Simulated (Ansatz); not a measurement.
**A constructed model of the (0001) surface of hcp Hf (in the relaxation 1 Hf–Hf bonds formed), a layer of Co in place of the second plane (bottom of the slab: a bare face, its two planes held)**

Calculation: PBE (plane waves to 420 eV, PAW; Ansatz, a first-principles code).

Model: 6-atom slab, 12.1 Å thick at the start, 13x13x1 mesh, Fermi-Dirac 0.1 eV, dipole correction, 2 atoms held, the rest relaxed; symmetry of the start imposed; spin-polarised, no spin-orbit, no U. The starting moment vanished. It is one candidate, not shown to be the stable structure of the face.

```json
{
 "work_function_of_the_top_face": "3.88 eV",
 "energy_released_by_relaxation": "1.03 eV",
 "magnetic_moment_of_the_cell": "0.00 μB",
 "cost": "roughly 20 core-minutes"
}
```
